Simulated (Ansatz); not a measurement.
Cost and result by functional for the adsorption energy of Cl on the 1x1 (111) surface of fcc Rh, one in a 2x2 cell, started at the site 'hollow Rh-Rh-Rh over Rh at depth 4.4 Å', in Ansatz (plane waves, PAW). Single points on the PBE structure, on one kind of machine; costs are rough ratios of the slab run's core time (references not counted) to the cheapest single point. r2SCAN's cost holds its higher cutoff (500 against 420 eV). Differences are taken against r2SCAN for comparison alone: no measured value is at hand, so the table doesn't rank accuracy.

Set-up: 17 atoms, 6.5 Å thick at the start under the adsorbate (thin: gaps and levels are the slab's own); mesh 6x6x1; 0.1 eV smearing; dipole correction on; 8 atoms held, the rest relaxed; start symmetry kept, larger cells not searched; no spin, no spin-orbit, no U, no dispersion correction. At the end it is bonded to 3 Rh. In PBE it is, or lies within 0.03 eV of, the lowest of the starts that converged. These notes are the PBE run's. Adsorption energies are against ½ Cl2(g). A negative adsorption energy means that the adsorbate is more stable on the surface than in its reference.

| functional | relative cost | adsorption energy (eV) | less r2SCAN (eV) |
|---|---|---|---|
| RPBE | 1 | -1.68 | 0.64 |
| r2SCAN | 2 | -2.33 | 0.00 |
| PBE (the relaxed run's value) | – | -1.96 | 0.37 |

The values span 0.64 eV, while the single points' costs differ by a factor of roughly 2. Differences are of unrounded values.

Ansatz is a quantum-chemistry and plane-wave program.
